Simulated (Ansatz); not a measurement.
A (10,10) WS2 nanotube, stretched and compressed along its axis from its relaxed period of 3.201 Å, atoms relaxed at each length.

These are PBE (plane waves to 420 eV, PAW; Ansatz, a quantum-chemistry and plane-wave program) values and carry that method's errors. Mesh 1×1×10. No spin polarisation, so a magnetic state wasn't tested. One-dimensional cell, images about 11 Å apart. An idealised model, rolled from the flat sheet. Only distortions within the start's symmetry and period were free. Values not marked SOC lack spin–orbit coupling. Buckling under compression is shut out by symmetry and the short period. Energies are free energies at a Fermi–Dirac width of 0.02 eV, from the unstrained cell.

```tsv
strain (%)	energy (meV a period)	axial force (nN)	PBE gap (eV)
-3.0	___	___	___
-1.5	+167	-11.26	1.19
0.0	0	-0.07	1.09
+1.5	+146	+9.61	1.00
+3.0	+563	+18.00	0.90
+6.0	___	___	___
```

Task: Complete the blanks.

Result: 
- -3.0, energy (meV a period): +692
- -3.0, axial force (nN): -24.02
- -3.0, PBE gap (eV): 1.28
- +6.0, energy (meV a period): +2064
- +6.0, axial force (nN): +31.34
- +6.0, PBE gap (eV): 0.71
